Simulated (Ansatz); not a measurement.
The parent structure is B in the bcc (W type) structure (space group Im-3m, No. 229; a = 2.2976 Å; a hypothetical phase, not in the database extracts checked; relaxed with 0.1 eV smearing). Axes: x, y, z lie along the cube axes.

The values are results of Kohn–Sham DFT with the PBEsol functional, run in Ansatz (a quantum-chemistry and plane-wave program) with PAW and 420 eV plane waves, scalar-relativistic without spin-orbit coupling, not measurements.

For the base:

- Shortest interatomic distance: 1.990 Å

Perturbation: tensor shear ε_xy = +3.77 % (engineering shear γ = 0.0754); the atoms relax in the strained cell.

### Question
Estimate the effect on the shortest interatomic distance and energy relative to the base.

### Answer
The shortest interatomic distance decreases by 0.050 Å to 1.940 Å; the energy shrinks by 11 meV/atom.

No phonon test of stability was made. Under tensor shear ε_xy = +3.77 % the cell ends below the base's energy or with stress of the wrong sign: the atoms slid into a distortion or the cell is elastically unstable, so the base is not a stable minimum at this level.
